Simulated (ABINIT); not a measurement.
Several settings converged on CaC2 (I4mm, 3 atoms in the cell)

```
CaC2
1.0
   -1.94397     1.94397     3.21812
    1.94397    -1.94397     3.21812
    1.94397     1.94397    -3.21812
Ca C
1 2
Cartesian
  0.00000   0.00000   0.05000
  0.00000   0.00000   3.84816
  0.00000   0.00000   2.58808
```

Base method: PBEsol, norm-conserving pseudopotentials (PseudoDojo nc-sr-04 PBEsol standard) (plane waves; ABINIT 10.0.3).

Base settings: pseudos = [Ca.upf, C.upf]; ecut = 41 Ha; occopt = 3; tsmear = 0.05 eV; ngkpt = 3 3 3; nshiftk = 1; shiftk = 0 0 0; potentials = PseudoDojo nc-sr-04 PBEsol standard; nband = 14; kptopt = 1.

The count of work is k-points × plane waves × bands × iterations; it is no time. Core times come from one kind of shared machine, to one figure; runs under 30 s give none.

**The cutoff for other potential files**

Level: DFT, PBEsol, plane waves, PAW (JTH v2.0 PBE PAW, files made for PBE).

In this ladder: pseudos = [Ca.GGA_PBE-JTH.xml, C.GGA_PBE-JTH.xml]; potentials = JTH v2.0 PBE PAW; pawxcdev = 0; ixc = -116133. Moved along: pawecutdg.

The second cell is the first with its lattice scaled by 0.98.

The mesh stays at the base's, so the ladder's end is converged at best in this setting alone.

Only quantities that move along the ladder and can be compared are tabulated; the gap is left out on so coarse a mesh.

| ecut | free energy less the last step's (meV/atom) | energy of the compressed cell less the first (meV/atom) | pressure (GPa) | largest difference of a force vector from the last step's (eV/Å) | count of work / last |
|---|---|---|---|---|---|
| 9.5 Ha | 426.00 | 16.72 | -18.58 | 0.492 | 0.094 |
| 12 Ha | 95.45 | 6.18 | -5.68 | 0.209 | 0.14 |
| 15 Ha | 29.12 | 2.39 | -3.37 | 0.018 | 0.20 |
| 18 Ha | 9.78 | 2.92 | -2.76 | 0.011 | 0.26 |
| 21 Ha | 4.84 | 3.06 | -2.40 | 0.008 | 0.33 |
| 25 Ha | 4.16 | 2.77 | -2.45 | 0.008 | 0.43 |
| 32 Ha | 0.03 | 2.73 | -2.48 | 0.002 | 0.67 |
| 42 Ha | 0.00 | 2.64 | -2.42 | 0.000 | 1.0 |

Coarsest ecut that holds the pressure within 0.2 GPa of the last step, with all finer ones: 21 Ha, at 0.33 of the last step's count of work; the step before is off by 0.34 GPa.

Coarsest ecut that holds the free energy within 0.5 meV/atom of the last step, with all finer ones: 32 Ha; the step before is off by 4.2 meV/atom.

Coarsest ecut that holds the energy of the compressed cell less the first within 0.5 meV/atom of the last step, with all finer ones: 15 Ha, at 0.20 of the last step's count of work; the step before is off by 3.5 meV/atom.

The energy difference between the two cells stays within 1 meV/atom of the last step's from 15 Ha on, the total only from 32 Ha on: much of the error is common to both cells and cancels.

At the lowest cutoff the pressure lies 16.2 GPa under the last step's, the usual sign of Pulay stress in an incomplete plane-wave basis.

**The cutoff for other potential files**

Level: DFT, PBEsol, plane waves, norm-conserving pseudopotentials (PseudoDojo nc-fr-04 PBEsol standard).

In this ladder: potentials = PseudoDojo nc-fr-04 PBEsol standard.

The second cell is the first with its lattice scaled by 0.98.

The mesh stays at the base's, so the ladder's end is converged at best in this setting alone.

Only quantities that move along the ladder and can be compared are tabulated; the gap is left out on so coarse a mesh.

| ecut | free energy less the last step's (meV/atom) | energy of the compressed cell less the first (meV/atom) | pressure (GPa) | largest difference of a force vector from the last step's (eV/Å) | count of work / last |
|---|---|---|---|---|---|
| 18 Ha | 748.90 | 1.88 | -22.56 | 0.375 | 0.10 |
| 23 Ha | 222.78 | 2.80 | -10.61 | 0.188 | 0.15 |
| 29 Ha | 40.93 | 3.92 | -4.59 | 0.111 | 0.21 |
| 35 Ha | 5.39 | 3.10 | -2.79 | 0.003 | 0.28 |
| 41 Ha | 0.53 | 3.04 | -2.39 | 0.001 | 0.35 |
| 49 Ha | 0.15 | 3.05 | -2.34 | 0.000 | 0.46 |
| 62 Ha | 0.07 | 3.05 | -2.34 | 0.000 | 0.71 |
| 82 Ha | 0.00 | 3.05 | -2.34 | 0.000 | 1.0 |

Coarsest ecut that holds the pressure within 0.2 GPa of the last step, with all finer ones: 41 Ha, at 0.35 of the last step's count of work; the step before is off by 0.44 GPa.

Coarsest ecut that holds the free energy within 1 meV/atom of the last step, with all finer ones: 41 Ha, at 0.35 of the last step's count of work; the step before is off by 5.4 meV/atom.

Coarsest ecut that holds the energy of the compressed cell less the first within 0.5 meV/atom of the last step, with all finer ones: 35 Ha, at 0.28 of the last step's count of work; the step before is off by 0.87 meV/atom.

The energy difference between the two cells stays within 1 meV/atom of the last step's from 23 Ha on, the total only from 41 Ha on: much of the error is common to both cells and cancels.

At the lowest cutoff the pressure lies 20.2 GPa under the last step's, the usual sign of Pulay stress in an incomplete plane-wave basis.

**The relaxed cell against the cutoff**

On CaC₂ (I4/mmm, 3 atoms in the cell): atoms on their sites.

In this ladder: ionmov = 2; ntime = 40; tolmxf = 0.0001 Ha/bohr; optcell = 2; dilatmx = 1.08; ecutsm = 0.5 Ha.

The mesh stays at the base's, so the ladder's end is converged at best in this setting alone.

Only quantities that move along the ladder and can be compared are tabulated; the gap is left out on so coarse a mesh.

```csv
ecut,relaxed volume (Å³/atom),relaxation steps,core time / last (rough)
20 Ha,16.182,9,0.07
25 Ha,15.581,8,0.1
29 Ha,15.519,7,0.09
35 Ha,15.460,9,0.1
41 Ha,15.457,9,0.3
49 Ha,15.459,9,0.4
62 Ha,15.459,9,0.4
82 Ha,15.459,9,1
```

Coarsest ecut that holds the relaxed volume within 0.031 Å³/atom of the last step, with all finer ones: 35 Ha, at about 0.1 of the last step's time; the step before is off by 0.060 Å³/atom.

At the lowest cutoff the cell relaxes to a volume 4.7 % larger than at the highest.

On the base run: the starting cell comes from a database of computed structures (which also holds hypothetical and non-ambient phases and stackings), without a prior relaxation at this level. Its lattice was rescaled by up to half a per cent. One atom was moved a little off its site on purpose.
